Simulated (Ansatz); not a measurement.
**AlSiCAs (model structure, started from the AlSiCN type, R3m, No. 160, 4 atoms in the cell)**

Computed with G0W0@PBEsol+SOC in Ansatz (hard PAW, contour deformation, complete-basis limit, spin–orbit shift from PBEsol).

Run with largest k mesh 6×6×6 (not extrapolated in the mesh).

Cell (relaxed with PBEsol):

```yaml
crystal:
  lattice:
    - [1.75155, 1.01126, 5.99181]
    - [-1.75155, 1.01126, 5.99181]
    - [0.00000, -2.02251, 5.99181]
  atoms:
    - { symbol: Al, position: [0.98026, 0.98026, 0.98026] }
    - { symbol: As, position: [0.12422, 0.12422, 0.12422] }
    - { symbol: Si, position: [0.52225, 0.52225, 0.52225] }
    - { symbol: C, position: [0.62332, 0.62332, 0.62332] }
```

```
Item       Result
--------  -------
band gap  1.11 eV
```

Note: spin–orbit coupling enters as the shift of the gap found with a semilocal functional; the relaxation could raise the start's symmetry but not lower it, so the cell can be a saddle point.

Computed values are for the static lattice.

Computing time: roughly 3 core-hours.

A model structure was made by putting elements into a prototype or built by hand; it is no filed structure, need not be a known phase, and can be a saddle point held by its symmetry.

Ansatz is a program for electronic structure.
